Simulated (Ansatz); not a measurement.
The reference is Mo$_{3}$Ge in the A15 (Cr3Si type) structure (space group Pm-3n, No. 223; a = 4.9079 Å; a cell from a computed database, its experimental status unchecked). Axes: x, y, z lie along the cube axes.

Computed with Kohn–Sham DFT with the PBEsol functional, run in Ansatz (a first-principles code) with PAW and 420 eV plane waves, scalar-relativistic without spin-orbit coupling.

Modification: the cell is scaled by 1.0297 in all directions, atoms relaxed at fixed cell.

Problem. Predict the stress tensor and what it implies for the stiffness.

Solution. Stress of the strained cell less that of the base (GPa, compression positive):
```
  -18.6     0.0     0.0
    0.0   -18.6     0.0
    0.0     0.0   -18.6
```

Then B = −ΔP/(ΔV/V₀) with ΔV/V₀ = 0.0918 gives secant stiffness values (nonlinear terms included at this strain): B ≈ 202 GPa.

As a check, the harmonic strain energy −½ V₀ Δσ:ε is 76 meV/atom; the computed energy rise is 85 meV/atom.

No phonon test of stability was made. The final runs are not spin-polarised.
